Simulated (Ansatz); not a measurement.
L1₂ (Cu3Au-type) Pt3Ti was calculated with PBE0-D3(BJ) (Ansatz, a first-principles code, plane waves, PAW).

Settings: plane-wave cutoff 460 eV, 8×8×8 k mesh, Fermi–Dirac smearing 0.05 eV, no spin polarisation, scalar-relativistic PAW data made under PBE.

Energies at three volumes about the minimum:

```csv
V (Å³/atom),E − E_lowest (meV/atom)
14.026,11.27
14.385,0.00
14.899,12.66
```

Q: Fit a parabola by hand: where is the minimum, what lattice constant follows, and what is the bulk modulus?

A: Slopes: (0.00 − 11.27)/(14.385 − 14.026) = -31.393 and (12.66 − 0.00)/(14.899 − 14.385) = 24.630 meV/Å³. Curvature E″ = 2 × (24.630 − (-31.393))/(14.899 − 14.026) = 128.346 meV/Å⁶. From the middle of the first interval, the slope vanishes at V0 = 14.2055 − (-31.393)/128.346 = 14.450 Å³/atom. B = V0 E″ = 14.450 × 128.346 meV/Å³ × 0.1602 GPa per meV/Å³ = 297 GPa. With 4 atoms in the cube, a = (4 × 14.450)^(1/3) = 3.866 Å. The full Birch–Murnaghan fit to all volumes gives V0 = 14.437 Å³/atom and B0 = 296 GPa.

Measured, for comparison: lattice constant a 3.916 Å (temperature not stated, not corrected to a static lattice; as tabulated in Molecular Dynamics Simulations of PtTi High-Temperature Shape Memory Alloys …).

Note: the run has no spin polarisation, so it can have missed a magnetic state.
